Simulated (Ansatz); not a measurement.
A self-consistent single point of WS2 (P3m1, 9 atoms in the cell) with Ansatz (a first-principles code).

Level of theory: PBEsol, default PAW files made with PBE (plane waves; Ansatz).

```
WS2
1.0
    3.16544     0.00000     0.00000
   -1.58272     2.74135     0.00000
    0.00000     0.00000    28.37529
W S
3 6
Direct
  0.00000   0.00000   0.65929
  0.66667   0.33333   0.88553
  0.66667   0.33333   0.43436
  0.00000   0.00000   0.94019
  0.00000   0.00000   0.48903
  0.66667   0.33333   0.71395
  0.00000   0.00000   0.83085
  0.00000   0.00000   0.37971
  0.66667   0.33333   0.60463
```

Reference input (self-consistent single point, DFT, PBEsol, plane waves, default PAW files made with PBE): basis.ecutwfc = 420 eV; kpoints.mp_grid.grid = 6 6 1; hamiltonian.xc = pbesol; hamiltonian.pseudopotentials = {kind: paw} (the program's default PAW files); scf.occupations.method = fixed. This run's input differs from it in these lines:

Ansatz 0.2 input:
```diff
@@ -17,3 +17,3 @@
 basis:
-  ecutwfc: 420.0
+  ecutwfc: 335.0
 kpoints:
```

Output, abridged:

```
SCF iter   1: F=—  HF=-36087.180397 eV  |F-HF|=—  |Δ(HF+E_count)|=         —  Δρ=7.39e-3  dr2=2.93e-1  ethr=1.77e-3  ⟨swp⟩=5.9  Hψ=1408  notcnv=0  defer=40
all-band conjugate gradients solve this SCF's bands
preconditioner: auto → Resta (q_TF=auto, 2.253 Å⁻¹)
SCF iter   2: F=—  HF=-36087.146921 eV  |F-HF|=—  |Δ(HF+E_count)|=   3.35e-2  Δρ=2.91e-3  dr2=2.26e-2  ethr=3.75e-4  ⟨swp⟩=2.6  Hψ=577  notcnv=0  defer=40
   [... lines left out ...]
SCF iter   6: F=—  HF=-36087.148888 eV  |F-HF|=—  |Δ(HF+E_count)|=   7.71e-5  Δρ=6.86e-5  dr2=2.16e-5  ethr=1.09e-7  ⟨swp⟩=2.9  Hψ=622  notcnv=0  defer=35
SCF iter   7: F=—  HF=-36087.148886 eV  |F-HF|=—  |Δ(HF+E_count)|=   1.57e-6  Δρ=3.13e-5  dr2=3.40e-6  ethr=2.77e-8  ⟨swp⟩=2.4  Hψ=488  notcnv=0  defer=35
SCF iter   8: F=—  HF=-36087.148887 eV  |F-HF|=—  |Δ(HF+E_count)|=   1.21e-7  Δρ=1.38e-5  dr2=1.20e-6  ethr=4.36e-9  ⟨swp⟩=2.0  Hψ=588  notcnv=0  defer=35
SCF iter   9: F=-36087.148886 eV  HF=-36087.148886 eV  |F-HF|=5.04e-8  |Δ(HF+E_count)|=   1.58e-7  Δρ=5.37e-6  dr2=8.78e-8  ethr=1.28e-10  ⟨swp⟩=13.4  Hψ=2046  notcnv=0
SCF 1 converged in 9 iterations: F = -36087.148886 eV  dr2 = 8.78e-8
Free energy (F): -36087.148886 eV
Internal energy: -36087.148886 eV  (E = F + TS)
E sigma→0 (E₀):  -36087.148886 eV
Fermi energy:    5.554875 eV
--- Forces (eV/Å), atoms counted from 1 ---
  atom   1  W     -0.00000000    -0.00000000     0.00176166
  atom   2  W      0.00000000     0.00000000     0.00299959
  atom   3  W      0.00000000     0.00000000    -0.00473472
  atom   4  S      0.00000000    -0.00000000     0.18505505
  atom   5  S      0.00000000    -0.00000000     0.20591766
  atom   6  S      0.00000000     0.00000000     0.21178537
  atom   7  S      0.00000000    -0.00000000    -0.20209570
  atom   8  S      0.00000000    -0.00000000    -0.19093989
  atom   9  S      0.00000000     0.00000000    -0.20975187
--- Stress (GPa, compression-positive) ---
       -0.755628       0.000000       0.000000
        0.000000      -0.755628       0.000000
       -0.000000       0.000000       1.115942
  P = ⅓ Tr σ = -0.1318 GPa (-1.318 kbar)
  The stress holds the Pulay correction. Without it, at fixed plane waves, as pw.x and ABINIT print it: P = -0.4139 GPa
```

The run converged in 9 iterations. Against the reference run the free energy goes up by 4.5 meV/atom, the pressure hardly changes (-0.15 to -0.13 GPa), the largest force hardly changes (0.208 to 0.212 eV/Å) and the gap on the mesh hardly changes (1.335 to 1.336 eV).

The starting cell comes from a database of computed structures (which also holds hypothetical and non-ambient phases and stackings), without a prior relaxation at this level. Its lattice was rescaled by a random factor within 2.5 % of one. Spin-orbit coupling is off. Ansatz's pressure includes its estimate of the finite-basis (Pulay) stress. The cutoff lies below the one recommended for these files.
